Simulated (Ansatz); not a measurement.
Results of r²SCAN+SOC (Ansatz, a quantum-chemistry and plane-wave program, PAW) for Cu₂ZnSnS₄ (I-42m, No. 121, 8 atoms in the cell; a measured phase of this formula has another space group).

Run with plane-wave cutoff 560 eV, 14×14×14 k mesh, Fermi–Dirac smearing 0.05 eV, PAW data made under PBE.

Cell (relaxed with PBEsol):

Cu$_{2}$SnZnS$_{4}$ has the tetragonal space group I-42m (No. 121), Pearson symbol tI16. Lattice parameters: a = b = 5.372 Å, c = 10.758 Å, α = β = γ = 90.00°. Zn on 2a is coordinated by 4 S at 2.334 Å (tetrahedral). Cu on 4d sees 4 S at 2.269 Å (tetrahedral). Sn on 2b has 4 S at 2.446 Å (tetrahedral). S on 8i is surrounded by 2 Cu at 2.269 Å and 1 Zn at 2.334 Å and 1 Sn at 2.446 Å (tetrahedral). (Neighbours: up to the widest gap in distance over summed covalent radii, below 1.35, at either atom; cation-cation and far metal-metal contacts left out.)
(The calculation used a cell of 8 atoms; values per cell refer to that cell.)

Task: What does this level give for the band gap?

Result: 
* **band gap**: 0.30 eV (on the SCF k mesh)

Note: cell and atoms aren't relaxed at this level (largest force component 0.22 eV/Å, pressure 1.5 GPa).

Static lattice: no zero-point or thermal effects.

It cost roughly 50 core-minutes of CPU time.
